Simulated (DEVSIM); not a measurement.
System: Schottky contact on n-type Si, at 300 K.

| layer (left to right) | material | thickness (μm) | Nd (cm⁻³) | τn (s) | τp (s) |
|---|---|---|---|---|---|
| 1 | Si | 1.40 | 2.6e15 | 1.4e-7 | 1.4e-7 |
| 2 | Si | 3.50 | 1.1e18 | 1.4e-7 | 4.2e-8 |

Left contact: Schottky, work function 4.55 eV, emission velocity 8.8e6 cm/s. Right contact: ohmic. Voltage is applied to the left contact. Recombination: SRH at mid-gap, radiative, Auger. Gap narrowing is on: ΔEg = 6.92 meV × (l + √(l² + 0.5)), l = ln(N/1.3e17 cm⁻³), shared equally by both band edges. Mobility is μmin + (μ − μmin)/(1 + (N/Nref)^α).

Constants are typed, rounded textbook-type inputs, not results; the design itself was drawn at random and stands for no fabricated device. Values at 300 K.

| parameter | Si |
|---|---|
| gap (eV) | 1.124 |
| affinity (eV) | 4.05 |
| permittivity | 11.7 |
| Nc (cm⁻³) | 2.86e19 |
| Nv (cm⁻³) | 3.1e19 |
| μn (cm²/Vs) | 1417 |
| μp (cm²/Vs) | 470 |
| μn,min | 52 |
| μp,min | 45 |
| Nref,n | 9.7e16 |
| Nref,p | 2.2e17 |
| αn | 0.68 |
| αp | 0.72 |
| B (cm³/s) | 4.7e-15 |
| Cn (cm⁶/s) | 2.8e-31 |
| Cp (cm⁶/s) | 9.9e-32 |

Simulated with DEVSIM: 1D drift-diffusion, Boltzmann statistics, complete ionisation; no tunnelling, impact ionisation, image-force lowering or self-heating. Metal contacts follow the ideal Schottky-Mott rule: no Fermi-level pinning, no interface dipoles.

Q: Tabulate band edges, carrier densities and field at zero bias.

A: Energies count from the Fermi level of the right contact; mesh points crowd at the junctions.

| x (μm) | Ec (eV) | Ev (eV) | n (cm⁻³) | p (cm⁻³) | field (V/cm) |
|---|---|---|---|---|---|
| 0.000 | 0.500 | -0.624 | 1.1e11 | 1.0e9 | -14000 |
| 0.02373 | 0.468 | -0.655 | 3.9e11 | 3.1e8 | -13000 |
| 0.07010 | 0.414 | -0.710 | 3.2e12 | 3.7e7 | -11000 |
| 0.1535 | 0.337 | -0.787 | 6.3e13 | 1900000 | -7600 |
| 0.4166 | 0.247 | -0.877 | 2.0e15 | 58000 | -770 |
| 0.8057 | 0.241 | -0.883 | 2.6e15 | 46000 | -11 |
| 1.095 | 0.239 | -0.884 | 2.7e15 | 43000 | -160 |
| 1.292 | 0.224 | -0.900 | 4.9e15 | 24000 | -2300 |
| 1.354 | 0.198 | -0.926 | 1.4e16 | 8700 | -7300 |
| 1.389 | 0.154 | -0.969 | 7.3e16 | 1600 | -22000 |
| 1.408 | 0.087 | -1.007 | 9.9e17 | 380 | -7100 |
| 1.454 | 0.084 | -1.009 | 1.1e18 | 340 | ≈ 0 |
| 1.531 | 0.084 | -1.009 | 1.1e18 | 340 | ≈ 0 |
| 1.683 | 0.084 | -1.009 | 1.1e18 | 340 | ≈ 0 |
| 2.121 | 0.084 | -1.009 | 1.1e18 | 340 | ≈ 0 |
| 2.853 | 0.084 | -1.009 | 1.1e18 | 340 | ≈ 0 |
| 3.830 | 0.084 | -1.009 | 1.1e18 | 340 | ≈ 0 |
| 4.372 | 0.084 | -1.009 | 1.1e18 | 340 | ≈ 0 |
| 4.697 | 0.084 | -1.009 | 1.1e18 | 340 | ≈ 0 |
| 4.809 | 0.084 | -1.009 | 1.1e18 | 340 | ≈ 0 |
| 4.866 | 0.084 | -1.009 | 1.1e18 | 340 | ≈ 0 |
| 4.900 | 0.084 | -1.009 | 1.1e18 | 340 | ≈ 0 |
